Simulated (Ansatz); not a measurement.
Base system: ZrO₂ in the fluorite structure (space group Fm-3m, No. 225; a = 5.0893 Å).

Structures relaxed with plane-wave PAW DFT at the r2SCAN level (Ansatz, a first-principles code, 500 eV), without spin-orbit coupling.

Base:

Simulated powder pattern, Cu Kα1, λ = 1.54056 Å (kinematic, ideal powder, no thermal factors, no anomalous dispersion; the 8 strongest lines at most, above 2 %, up to 2θ = 90°):

```json
[
 {"2θ (°)": "30.40", "I/Imax (%)": "100", "hkl": "(111)"},
 {"2θ (°)": "35.24", "I/Imax (%)": "21", "hkl": "(200)"},
 {"2θ (°)": "50.69", "I/Imax (%)": "61", "hkl": "(220)"},
 {"2θ (°)": "60.26", "I/Imax (%)": "42", "hkl": "(311)"},
 {"2θ (°)": "63.24", "I/Imax (%)": "6.2", "hkl": "(222)"},
 {"2θ (°)": "74.52", "I/Imax (%)": "8.8", "hkl": "(400)"},
 {"2θ (°)": "82.56", "I/Imax (%)": "17", "hkl": "(331)"},
 {"2θ (°)": "85.20", "I/Imax (%)": "9.2", "hkl": "(420)"}
]
```

After one change:

Simulated powder pattern, Cu Kα1, λ = 1.54056 Å (kinematic, ideal powder, no thermal factors, no anomalous dispersion; the 8 strongest lines at most, above 2 %, up to 2θ = 90°):

```json
[
 {"2θ (°)": "30.57", "I/Imax (%)": "100"},
 {"2θ (°)": "35.45", "I/Imax (%)": "21"},
 {"2θ (°)": "51.00", "I/Imax (%)": "61"},
 {"2θ (°)": "60.64", "I/Imax (%)": "41"},
 {"2θ (°)": "63.64", "I/Imax (%)": "6.2"},
 {"2θ (°)": "75.01", "I/Imax (%)": "8.7"},
 {"2θ (°)": "83.13", "I/Imax (%)": "17"},
 {"2θ (°)": "85.79", "I/Imax (%)": "9.3"}
]
```

Task: Which change produced these results?
(A) pressure −1 GPa
(B) pressure −2 GPa
(C) pressure 4.5 GPa
(D) pressure 9 GPa

Result: C, pressure 4.5 GPa. Its volume per atom is 10.80 Å³ against 10.98 Å³, and its space group is Fm-3m (No. 225).

Load acts through the strain it causes; cell and atoms are relaxed under it. No phonon test of stability was made. Competing high-pressure phases were not computed. This is not the structure that ZrO2 has at room temperature and ambient pressure.
